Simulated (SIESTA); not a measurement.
SIESTA run on Tl (P6_3/mmc, 4 atoms in the cell): self-consistent single point.

Method of the run: GGA PBE, numerical atomic orbitals DZP, PseudoDojo PBE standard norm-conserving potentials (rewritten from UPF to PSML) in SIESTA.

The change in words: lattice scaled by 0.98. Reference geometry:
```
Tl
1.0
    3.47671     0.00000     0.00000
   -1.73836     3.01092     0.00000
    0.00000     0.00000    11.16308
Tl
4
Direct
  0.00000   0.00000   0.00000
  0.00000   0.00000   0.50000
  0.33333   0.66667   0.25000
  0.66667   0.33333   0.75000
```

Reference input (self-consistent single point, DFT, GGA PBE, numerical atomic orbitals DZP, PseudoDojo PBE standard norm-conserving potentials (rewritten from UPF to PSML)): XC.functional = GGA; XC.authors = PBE; potentials = PseudoDojo PBE standard; PAO.BasisSize = DZP; PAO.EnergyShift = 0.005 Ry; MeshCutoff = 400 Ry; kgrid.MonkhorstPack = 7 7 2; OccupationFunction = MP; OccupationMPOrder = 0; ElectronicTemperature = 580.23 K; MaxSCFIterations = 150; SCF.Mixer.Method = Broyden. This run's input differs from it in these lines:

```diff
@@ -11,5 +11,5 @@
 %block LatticeVectors
-     6.570031604    0.000000000    0.000000000
-    -3.285016747    5.689814183    0.000000000
-     0.000000000    0.000000000   21.095169576
+     6.438631388    0.000000000    0.000000000
+    -3.219316639    5.576018655    0.000000000
+     0.000000000    0.000000000   20.673265542
 %endblock LatticeVectors
@@ -18,5 +18,5 @@
      0.000000000    0.000000000    0.000000000  1
-     0.000000000    0.000000000   10.547584788  1
-    -0.000003915    3.793211352    5.273792394  1
-     3.285018772    1.896602831   15.821377182  1
+     0.000000000    0.000000000   10.336632771  1
+    -0.000003849    3.717347629    5.168316386  1
+     3.219318598    1.858671026   15.504949157  1
 %endblock AtomicCoordinatesAndAtomicSpecies
```

The program printed (abridged):

```
        iscf     Eharris(eV)        E_KS(eV)     FreeEng(eV)     dDmax    Ef(eV) dHmax(eV)
   scf:    1    -6584.210726    -6590.239213    -6590.246594  0.724910 -3.834992  2.142483
   scf:    2    -6590.894713    -6590.582568    -6590.590060  0.174735 -3.919466  1.280642
   scf:    3    -6590.899557    -6590.774282    -6590.781892  0.230719 -4.050029  0.036569
   scf:    4    -6590.774293    -6590.774316    -6590.781868  0.005922 -4.057613  0.013862
   scf:    5    -6590.774337    -6590.774352    -6590.781915  0.007970 -4.061534  0.014645
   scf:    6    -6590.774391    -6590.774375    -6590.781934  0.002119 -4.064236  0.000436
   scf:    7    -6590.774376    -6590.774376    -6590.781934  0.000046 -4.064261  0.000307
SCF Convergence by DM+H criterion
max |DM_out - DM_in|         :     0.0000457735
max |H_out - H_in|      (eV) :     0.0003070127
SCF cycle converged after 7 iterations

Using DM_out to compute the final energy and forces

siesta: E_KS(eV) =            -6590.7744

siesta: E_KS - E_eggbox =     -6590.7744

siesta: Atomic forces (eV/Ang):
     1    0.000000    0.000000    0.000000
     2   -0.000000   -0.000000   -0.000000
     3    0.000000   -0.000000    0.000000
     4   -0.000000    0.000000   -0.000000
   Tot   -0.000000   -0.000000   -0.000000
   Max    0.000000
   Res    0.000000    sqrt( Sum f_i^2 / 3N )
   Max    0.000000    constrained

Stress tensor Voigt[x,y,z,yz,xz,xy] (kbar):      -49.02      -48.97      -46.93       -0.00        0.00        0.04
(Free)E + p*V (eV/cell)    -6587.4659
   [... lines left out ...]
siesta: FreeEng =     -6590.781934
   [... lines left out ...]
siesta:    -0.030596    0.000027    0.000000
siesta:     0.000027   -0.030564   -0.000000
siesta:     0.000000   -0.000000   -0.029289

siesta: Cell volume =        109.984190 Ang**3

siesta: Pressure (static):
siesta:                Solid            Molecule  Units
siesta:           0.00032837          0.00032837  Ry/Bohr**3
siesta:           0.03014973          0.03014973  eV/Ang**3
siesta:          48.30519525         48.30520074  kBar
```

The run converged in 7 iterations. Against the reference run the free energy goes up by 35.7 meV/atom and the pressure goes from 2.11 to 4.83 GPa.

The starting cell comes from a database of computed structures (which also holds hypothetical and non-ambient phases and stackings), without a prior relaxation at this level. Its lattice was rescaled by a random factor within 2.5 % of one. For this run, on top of that: lattice scaled by 0.98. Values carry the incompleteness of an atom-centred basis. With a pressure of about 5 GPa the cell is away from its equilibrium volume at this level.

Cost on one core of a shared machine: roughly 70 s.
